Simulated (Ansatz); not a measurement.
# InSb under a change: isotropic strain −1.00 %

Take InSb in the zinc blende structure (space group F-43m, No. 216; a = 6.5189 Å) as the base.

One thing is altered: every lattice vector is shortened by 1.00 %, atoms relaxed at fixed cell.

Level of theory: DFT with PBEsol, PAW potentials and a 420 eV plane-wave cutoff in Ansatz (a quantum-chemistry and plane-wave program), spin-orbit coupling left out. k-mesh 12×12×12 (Γ-centred); smearing 0.05 eV (Fermi–Dirac).

The volume per atom decreases by 1.03 Å³, from 34.63 Å³ to 33.60 Å³ and the space group is still F-43m (No. 216). The shortest interatomic distance falls by 0.028 Å to 2.795 Å and the energy grows by 4.3 meV/atom. The pressure goes from zero to 1.4 GPa and the band gap is still zero.

Final structure:

```
CELL_PARAMETERS angstrom
      0.00000     3.22685     3.22685
      3.22685     0.00000     3.22685
      3.22685     3.22685     0.00000
ATOMIC_POSITIONS crystal
  In 0.00000 0.00000 0.00000
  Sb 0.25000 0.25000 0.25000
```

Spin-orbit coupling, missing from the scalar runs, can matter with Sb. Stability against distortions was not tested. The final runs are not spin-polarised. A zero or small gap of InSb can be the functional's error rather than a property of the material.
